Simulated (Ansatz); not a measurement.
Start from Nb in the bcc (W type) structure (space group Im-3m, No. 229; relaxed with 0.1 eV smearing).

```
CELL_PARAMETERS angstrom
     -1.62421     1.62421     1.62421
      1.62421    -1.62421     1.62421
      1.62421     1.62421    -1.62421
ATOMIC_POSITIONS crystal
  Nb 0.00000 0.00000 0.00000
```

Cartesian axes are those of the cell as printed.

Calculations: LDA/PAW in Ansatz (a program for electronic structure), no SOC.

Modification: the cell is stretched by 2.50 % along z with no lateral relaxation, atoms relaxed at fixed cell.

### Question
Predict the stress tensor and what it implies for the stiffness.

### Answer
Stress of the strained cell less that of the base (GPa, compression positive):
```
   -3.4     0.0     0.0
    0.0    -3.4     0.0
    0.0     0.0    -6.5
```

Then −Δσ_ii/ε with ε = 0.0250 gives secant stiffness values (nonlinear terms included at this strain): C33 ≈ 260 GPa, C13 ≈ 136 GPa and C23 ≈ 136 GPa.

As a check, the harmonic strain energy −½ V₀ Δσ:ε is 8.7 meV/atom; the computed energy rise is 8.9 meV/atom.

Whether these cells are dynamically stable was not tested. The final runs are not spin-polarised.
